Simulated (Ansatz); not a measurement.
The reference is CdF2 in the fluorite structure (space group Fm-3m, No. 225; a = 5.384 Å).

The values are results of DFT with PBEsol, PAW potentials and a 420 eV plane-wave cutoff in Ansatz (a first-principles code), spin-orbit coupling left out, not measurements.

Strains are applied to the cell and any free atomic positions relax.

One change was made to it. Results:

```csv
quantity,base,after
band gap,2.94 eV,2.89 eV
energy relative to the base (free energy F),0 meV/atom,+0.9 meV/atom
pressure,0.0 kbar,-15.6 kbar
gap character,"indirect, W → Γ","indirect, W → Γ"
```

Which change produced these results?
A) isotropic strain +0.50 %
B) isotropic strain −3.00 %
C) isotropic strain +3.00 %
D) isotropic strain +2.50 %
E) isotropic strain +2.00 %

A, isotropic strain +0.50 %. For comparison, the band gap in the other runs: isotropic strain +2.00 % gives 2.74 eV; isotropic strain +3.00 % gives 2.64 eV; isotropic strain +2.50 % gives 2.69 eV; isotropic strain −3.00 % gives 3.26 eV.

Whether these cells are dynamically stable was not tested.
